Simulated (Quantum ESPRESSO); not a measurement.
Quantum ESPRESSO run on a (001) slab of HfGeTe (cut from a parent of space group no. 129; 6 atoms in the cell): self-consistent single point.

Method of the run: PBEsol, PSlibrary ultrasoft (PBE) pseudopotentials (plane waves; Quantum ESPRESSO).

```
CELL_PARAMETERS angstrom
      3.74425     0.00000     0.00000
      0.00000     3.74425     0.00000
      0.00000     0.00000    20.91520
ATOMIC_POSITIONS crystal
  Hf 0.00000 0.50000 0.39861
  Hf 0.50000 0.00000 0.60139
  Ge 0.00000 0.00000 0.50000
  Ge 0.50000 0.50000 0.50000
  Te 0.50000 0.00000 0.33469
  Te 0.00000 0.50000 0.66531
```

Reference input (self-consistent single point, DFT, PBEsol, plane waves, PSlibrary ultrasoft (PBE) pseudopotentials): ecutwfc = 55 Ry; ecutrho = 330 Ry; occupations = smearing; smearing = gauss; degauss = 0.0073499 Ry; input_dft = pbesol; mixing_mode = local-TF; K_POINTS = automatic 4 4 1 0 0 0; conv_thr = 1e-09 Ry; mixing_beta = 0.3. This run's input differs from it in these lines:

```diff
@@ -39,3 +39,3 @@
 K_POINTS automatic
-4 4 1  0 0 0
+14 14 1  0 0 0
```

Log, with long lists cut:

```
     Self-consistent Calculation

     iteration #  1     ecut=    55.00 Ry     beta= 0.30

---- Real-time Memory Report at c_bands before calling an iterative solver
           696 MiB given to the printing process from OS
           327 MiB allocation reported by mallinfo(arena+hblkhd)
------------------

     Threshold (ethr) on eigenvalues was too large:
     Diagonalizing with lowered threshold

---- Real-time Memory Report at c_bands before calling an iterative solver
           917 MiB given to the printing process from OS
           339 MiB allocation reported by mallinfo(arena+hblkhd)
------------------

   [... lines left out ...]
           966 MiB given to the printing process from OS
           383 MiB allocation reported by mallinfo(arena+hblkhd)
------------------

     negative rho (up, down):  8.187E-04 0.000E+00

     total energy              =    -329.59317883 Ry
     estimated scf accuracy    <          1.2E-09 Ry

     iteration # 26     ecut=    55.00 Ry     beta= 0.30

---- Real-time Memory Report at c_bands before calling an iterative solver
           966 MiB given to the printing process from OS
           383 MiB allocation reported by mallinfo(arena+hblkhd)
------------------

     negative rho (up, down):  8.193E-04 0.000E+00
     End of self-consistent calculation

     the Fermi energy is     2.1677 ev

!    total energy              =    -329.59317883 Ry
     estimated scf accuracy    <          2.9E-10 Ry
     smearing contrib. (-TS)   =      -0.00076497 Ry
     internal energy E=F+TS    =    -329.59241386 Ry

     convergence has been achieved in  26 iterations

     negative rho (up, down):  8.193E-04 0.000E+00

     Forces acting on atoms (cartesian axes, Ry/au):

     atom    1 type  1   force =     0.00000000    0.00000000   -0.00102342
     atom    2 type  1   force =     0.00000000    0.00000000    0.00102342
     atom    3 type  2   force =     0.00000000    0.00000000    0.00000000
     atom    4 type  2   force =     0.00000000    0.00000000    0.00000000
     atom    5 type  3   force =     0.00000000    0.00000000    0.00727086
   [... lines left out ...]
     Total force =     0.010384     Total SCF correction =     0.000039
   [... lines left out ...]

     negative rho (up, down):  8.193E-04 0.000E+00
          total   stress  (Ry/bohr**3)                   (kbar)     P=      -12.93
  -0.00010780   0.00000000   0.00000000          -15.86        0.00        0.00
   0.00000000  -0.00010780   0.00000000            0.00      -15.86        0.00
   0.00000000   0.00000000  -0.00004803            0.00        0.00       -7.07

   JOB DONE.
```

The run converged in 26 iterations. Against the reference run the free energy goes down by 7.4 meV/atom and the largest force goes from 0.171 to 0.187 eV/Å.

The starting cell comes from a database of computed structures (which also holds hypothetical and non-ambient phases and stackings), without a prior relaxation at this level. The slab is cut from that crystal, and its faces are unrelaxed. Its lattice was rescaled by up to half a per cent. Spin polarisation is off, though cut faces can carry moments; the slab shows no gap.

Cost on one core of a shared machine: roughly 10 min.
